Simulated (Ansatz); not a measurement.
The starting structures come from a database of crystals and need not be the phases stable at ambient conditions.

 Where the default PAW files enter, the runs use the earlier of Ansatz's two default sets.

The decay constant κ of evanescent states in the gap governs leakage through a thin film.

Consider the following.

```
CELL_PARAMETERS angstrom
      5.99182     0.00000     0.00000
      2.29279     5.63717     0.00000
      0.00000     0.00000     5.98508
ATOMIC_POSITIONS crystal
  P  0.85720 0.38418 0.62975
  P  0.14280 0.61582 0.37025
  P  0.14280 0.11582 0.12975
  P  0.85720 0.88418 0.87025
  Os 0.73695 0.29063 0.98776
  Os 0.26305 0.70937 0.01224
  Os 0.26305 0.20937 0.48776
  Os 0.73695 0.79063 0.51224
  Se 0.66468 0.19382 0.37450
  Se 0.33532 0.80618 0.62550
  Se 0.33532 0.30618 0.87450
  Se 0.66468 0.69382 0.12550
```

Space group of this cell: P2_1/c. The cell is taken as given; by r2SCAN its mean pressure is -3.1 GPa.

Transport runs along the normal of the first two printed cell vectors.

No gap correction and no spin-orbit coupling; mid-gap values are interpolated between computed energies.

Q: Give the band gap and the smallest decay constant κ at mid-gap that r2SCAN run with Ansatz (a program for electronic structure) yields.

A: Gap 0.62 eV on a 6×6×6 mesh; κ = 0.163 1/Å, at (0.000, 0.500) of the in-plane reciprocal vectors. At the zone centre, at the nearest computed energy, the slowest state has κ = 0.26 1/Å.
